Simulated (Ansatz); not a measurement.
## How far to go with the plane-wave cutoff: Y₂Fe₂Si₂C (Cm, 7 atoms in the cell)

```xyz
7
Lattice="5.2610 -1.9550 0.0000 5.2610 1.9550 0.0000 -4.2647 0.0000 5.1850" Properties=species:S:1:pos:R:3 pbc="T T T"
Y      1.6224     0.0000     3.7071
Y      4.6350     0.0000     1.5279
Fe     4.5482     0.0000     4.6905
Fe     1.7092     0.0000     0.4945
Si     7.6124     0.0000     1.4658
Si    -1.3550     0.0000     3.7193
C      0.0000     0.0000     0.0000
```

Level of theory: LDA (PW92), default PAW files made with PBE (plane waves; Ansatz, a first-principles code).

Base settings: basis.ecutwfc = 30.9 Ry; kpoints.mp_grid.grid = 4 4 3; hamiltonian.xc = lda; hamiltonian.pseudopotentials = {kind: paw} (the program's default PAW files); scf.occupations.method = gaussian; scf.occupations.width = 0.0073 Ry.

The second cell is the first with its lattice scaled by 0.98.

The mesh stays at the base's, so the ladder's end is converged at best in this setting alone.

The first pressure column holds Ansatz's estimate of the finite-basis (Pulay) stress, which hides part of the cutoff error; the other is without it.

Only quantities that move along the ladder and can be compared are tabulated.

The count of work is k-points × plane waves × bands × iterations; it is no time. 

The starting cell comes from a database of computed structures (which also holds hypothetical and non-ambient phases and stackings), without a prior relaxation at this level. Its lattice was rescaled by up to half a per cent. One atom was moved a little off its site on purpose. Spin polarisation is off. In the base run, with a pressure of about -6 GPa the cell is away from its equilibrium volume at this level. Without a gap this mesh is coarse (it stands for a supercell whose shortest vector is 16 Å).

| basis.ecutwfc | free energy less the last step's (meV/atom) | energy of the compressed cell less the first (meV/atom) | pressure (GPa) | pressure without the Pulay estimate (GPa) | largest difference of a force vector from the last step's (eV/Å) | count of work / last |
|---|---|---|---|---|---|---|
| 10.7 Ry | 30589.90 | -87.98 | 14.37 | -1000.22 | 3.527 | 0.084 |
| 12.5 Ry | 13780.96 | 157.65 | 11.80 | -525.19 | 5.667 | 0.093 |
| 14 Ry | 7003.51 | 121.52 | 13.72 | -301.59 | 2.940 | 0.10 |
| 15.4 Ry | 3713.48 | 69.71 | 3.18 | -178.78 | 1.862 | 0.11 |
| 16.9 Ry | 1903.37 | -2.49 | -3.59 | -104.24 | 0.995 | 0.11 |
| 18.4 Ry | 967.59 | -6.52 | -5.30 | -61.64 | 0.566 | 0.12 |
| 21.7 Ry | 208.58 | -11.68 | -6.20 | -21.65 | 0.059 | 0.16 |
| 24.6 Ry | 45.99 | -9.22 | -6.29 | -10.64 | 0.052 | 0.17 |
| 27.9 Ry | 7.16 | -10.15 | -6.44 | -7.22 | 0.009 | 0.20 |
| 30.9 Ry | 1.70 | -10.50 | -6.50 | -6.63 | 0.006 | 0.24 |
| 33.8 Ry | 0.81 | -10.58 | -6.51 | -6.54 | 0.003 | 0.27 |
| 37.1 Ry | 0.57 | -10.59 | -6.51 | -6.52 | 0.001 | 0.31 |
| 41.5 Ry | 0.42 | -10.60 | -6.51 | -6.52 | 0.001 | 0.36 |
| 46.3 Ry | 0.25 | -10.61 | -6.51 | -6.52 | 0.001 | 0.49 |
| 54 Ry | 0.08 | -10.62 | -6.52 | -6.52 | 0.000 | 0.62 |
| 61.7 Ry | 0.05 | -10.62 | -6.52 | -6.52 | 0.000 | 0.76 |
| 74.2 Ry | 0.00 | -10.63 | -6.52 | -6.52 | 0.000 | 1.0 |

Coarsest basis.ecutwfc that holds the energy of the compressed cell less the first within 0.2 meV/atom of the last step, with all finer ones: 30.9 Ry, at 0.24 of the last step's count of work; the step before is off by 0.48 meV/atom.

Coarsest basis.ecutwfc that holds the forces within 0.02 eV/Å of the last step, with all finer ones: 27.9 Ry, at 0.20 of the last step's count of work; the step before is off by 0.052 eV/Å.

Coarsest basis.ecutwfc that holds the free energy within 1 meV/atom of the last step, with all finer ones: 33.8 Ry, at 0.27 of the last step's count of work; the step before is off by 1.7 meV/atom.

The energy difference between the two cells stays within 1 meV/atom of the last step's from 27.9 Ry on, the total only from 33.8 Ry on: much of the error is common to both cells and cancels.

At the lowest cutoff the pressure without the Pulay estimate lies 994 GPa under the last step's, the usual sign of Pulay stress in an incomplete plane-wave basis.

Keys are those of Ansatz 0.2.
